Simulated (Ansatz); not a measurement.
Results of PBE0 (Ansatz, a program for electronic structure, PAW) for CsCl-type PdIn.

The input as run:

Ansatz 0.2 input:
```yaml
crystal:
  lattice:
    - [3.2677399642, 0.0, 0.0]
    - [0.0, 3.2677399642, 0.0]
    - [0.0, 0.0, 3.2677399642]
  atoms:
    - { symbol: In, position: [0.5, 0.5, 0.5] }
    - { symbol: Pd, position: [0.0, 0.0, 0.0] }
basis:
  ecutwfc: 460
  ecutrho_ratio: 4
  xc_grid: 2
kpoints:
  mp_grid: { grid: [8, 8, 8] }
hamiltonian:
  xc: pbe0
  dispersion: none
  pseudopotentials: { kind: paw }
scf:
  occupations: { method: fermi_dirac, width: 0.05 }
  convergence: { dr2_threshold: 0.0000000002 }
output:
  forces: true
  stress: true
  eigenvalues: true
```

Output (set-up and result lines):

```
WARN output.stress: scf.exx.energy_threshold = 1e-6 eV is looser than the 2e-8 eV advised for a stress under a hybrid functional (1e-8 eV for each atom of the …
Crystal: 2 atoms, lattice volume = 34.893 Å³
Basis set: ecut = 460 eV, 751 PW (Γ), exchange–correlation on 48×48×48 points (8 copies of the dense FFT grid, shifted against one another)
Bands: 20, of which v1, the nominal top of the filled ones, is band 16 counted from 1 (15 counted from 0)
Symmetry: 48 space group operations
Space group: Pm-3m (ITA 221), of the structure as read, at distance tolerance 3.3e-5 Å
k-points: 35 of 512
Functional: x = pbe(κ = 0.804, μ = 0.2195149727645171), c = pbe(β = 0.06672455060314922), warm-up for x = 0.75 pbe(κ = 0.804, μ = 0.2195149727645171) + 0.25 exact, c = pbe(β = 0.06672455060314922)
SCF iter   1: F=—  HF=-12571.662866 eV  |F-HF|=—  |Δ(HF+E_count)|=         —  Δρ=2.49e-3  dr2=9.98e-4
SCF iter   2: F=—  HF=-12571.663079 eV  |F-HF|=—  |Δ(HF+E_count)|=   2.13e-4  Δρ=1.23e-3  dr2=3.05e-4
  ...
SCF 1 converged in 6 iterations: F = -12571.663016 eV  dr2 = 1.02e-10
Crystal: 2 atoms, lattice volume = 34.893 Å³
Initial density: handed on by an earlier stage of this run
Functional: x = 0.75 pbe(κ = 0.804, μ = 0.2195149727645171) + 0.25 exact, c = pbe(β = 0.06672455060314922)
SCF 2 converged in 8 iterations: F = -12577.075737 eV  dr2 = 4.31e-12
Crystal: 2 atoms, lattice volume = 34.893 Å³
Crystal: 2 atoms, lattice volume = 34.893 Å³
SCF iter   9: F=—  HF=-12577.086631 eV  |F-HF|=—  |Δ(HF+E_count)|=   1.23e-8  Δρ=4.78e-6  dr2=1.03e-8
SCF iter  10: F=-12577.086631 eV  HF=-12577.086631 eV  |F-HF|=1.82e-12  |Δ(HF+E_count)|=   2.54e-9  Δρ=2.18e-7  dr2=8.11e-12
SCF 4 converged in 10 iterations: F = -12577.086631 eV  dr2 = 8.11e-12
Free energy (F): -12577.086630 eV
Internal energy: -12577.079061 eV  (E = F + TS)
E sigma→0 (E₀):  -12577.082845 eV
Fermi energy:    16.325715 eV
--- Forces (eV/Å), atoms counted from 1 ---
  atom   1  In     0.00000000    -0.00000000    -0.00000000
  atom   2  Pd    -0.00000000    -0.00000000    -0.00000000
--- Stress (GPa, compression-positive) ---
       -0.012981       0.000000       0.000000
        0.000000      -0.012981       0.000000
        0.000000       0.000000      -0.012981
  P = ⅓ Tr σ = -0.0130 GPa (-0.130 kbar)
```

The PAW data were made under PBE.

Note: the run warned that the count of filled bands differs between k points.
